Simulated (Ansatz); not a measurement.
# BAs, pressure series

Start from BAs in the zinc blende structure (space group F-43m, No. 216; a = 4.783 Å).

Cell and atoms are relaxed at each pressure.

Computed with plane-wave PAW DFT at the r2SCAN level (Ansatz, a first-principles code, 500 eV), spin-orbit coupling left out, earlier PAW set.

```tsv
pressure (GPa)	volume per atom (Å³/atom)
-2	13.874
-1	13.772
0	13.674
0.7	13.607
1.5	?
3	13.398
5	13.228
7.5	13.030
10	12.846
```

Task: Fit the third-order Birch–Murnaghan form P(V) = (3B₀/2)[(V₀/V)^(7/3) − (V₀/V)^(5/3)]·[1 + (3/4)(B₀′ − 4)((V₀/V)^(2/3) − 1)] (squares taken in P) to the rows shown and predict the withheld row.

Result: Least squares on the printed values gives V₀ = 13.674 Å³/atom, B₀ = 141 GPa, B₀′ = 4.0; this predicts 13.532 Å³/atom, and the run gives 13.532 Å³/atom, in agreement.

Load acts through the strain it causes; cell and atoms are relaxed under it. Whether these cells are dynamically stable was not tested. No other phases were tried under pressure.
